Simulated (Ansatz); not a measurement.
## A constructed model of the (110) surface of bcc Ta, a layer of W in place of the third plane (bottom of the slab: a bare face, its two planes held)

The numbers are results of PBE (plane waves to 420 eV, PAW; Ansatz, a first-principles code), not measurements.

Model: 6-atom slab, 11.6 Å thick at the start, 14x14x1 mesh, Fermi-Dirac 0.1 eV, dipole correction, 2 atoms held, the rest relaxed; held to the start's symmetry, so lower structures may exist; no spin, no spin-orbit, no U. In PBE it is, or lies within 0.01 eV a 1x1 cell of, the lowest of the 2 structures of its composition computed so far; larger cells were not tried.

```
Property                                          Value
-----------------------------  ------------------------
work function of the top face                   4.78 eV
energy released by relaxation                  0.061 eV
cost                           roughly 100 core-seconds
```
